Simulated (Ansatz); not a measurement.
# A computed series for PbS: pressure series

Consider PbS in the rock salt structure (space group Fm-3m, No. 225).

```yaml
crystal:
  lattice:
    - [0.00000, 3.00445, 3.00445]
    - [3.00445, 0.00000, 3.00445]
    - [3.00445, 3.00445, 0.00000]
  atoms:
    - { symbol: Pb, position: [0.00000, 0.00000, 0.00000] }
    - { symbol: S, position: [0.50000, 0.50000, 0.50000] }
```

Cell and atoms are relaxed at each pressure.

All numbers come from Ansatz (a program for electronic structure) PBE, scalar-relativistic without spin-orbit coupling.

Candidates:
(a) pressure 2.1 GPa
(b) pressure −1 GPa
(c) pressure 0.9 GPa

Before the change:

Band gap: 0.49 eV

Question: Order them by band gap, lowest first.

Answer: (a) pressure 2.1 GPa (0.36 eV), (c) pressure 0.9 GPa (0.44 eV), (b) pressure −1 GPa (0.56 eV)

Spin-orbit coupling, missing from the scalar runs, can matter with Pb. Load acts through the strain it causes; cell and atoms are relaxed under it. Stability against distortions was not tested.
